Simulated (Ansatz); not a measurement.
A computed series for CoPtO2: pressure series

The reference is CoPtO₂ (space group R-3m, No. 166; non-magnetic).

```cif
data_Co3O6Pt3
_chemical_formula_sum 'Pt3 Co3 O6'
_space_group_name_H-M_alt 'R-3m :H'
_space_group_IT_number 166
_space_group_name_Hall '-R 3 2"'
_cell_length_a 2.85368
_cell_length_b 2.85368
_cell_length_c 17.90415
_cell_angle_alpha 90.000
_cell_angle_beta 90.000
_cell_angle_gamma 120.000
loop_
_atom_site_label
_atom_site_type_symbol
_atom_site_symmetry_multiplicity
_atom_site_Wyckoff_symbol
_atom_site_fract_x
_atom_site_fract_y
_atom_site_fract_z
_atom_site_occupancy
Pt1 Pt 3 a 0.00000 0.00000 0.00000 1
Co1 Co 3 b 0.00000 0.00000 0.50000 1
O1 O 6 c 0.00000 0.00000 0.11235 1
```
(The calculation used a cell of 4 atoms; values per cell refer to that cell.)

Cell and atoms are relaxed at each pressure.

All numbers come from PBE/PAW in Ansatz (an electronic-structure program), no spin-orbit coupling.

| P (GPa) | V (Å³/atom) |
|---|---|
| -2.00 | 10.618 |
| -1.00 | 10.569 |
| 0.30 | 10.508 |
| 0.70 | 10.490 |
| 1.50 | 10.453 |
| 3.00 | 10.387 |
| 5.00 | 10.303 |
| 7.50 | 10.203 |
| 10.00 | 10.108 |

Fit a third-order Birch–Murnaghan equation of state.

Least squares on P(V) = (3B₀/2)[(V₀/V)^(7/3) − (V₀/V)^(5/3)]·[1 + (3/4)(B₀′ − 4)((V₀/V)^(2/3) − 1)] gives V₀ = 10.52 Å³/atom, B₀ = 226 GPa and B₀′ = 4.9.

Load acts through the strain it causes; cell and atoms are relaxed under it. No phonon test of stability was made. No other phases were tried under pressure. Seeded moments were not kept for the base. No Hubbard U is applied and the magnetic state is the run's own (CoPtO2 not spin-polarised; CoPtO2 non-magnetic); small cells can't hold the antiferromagnetic order that many such compounds have, so gaps and moments can be off. The final runs are not spin-polarised. An odd electron count without spin: CoPtO2.
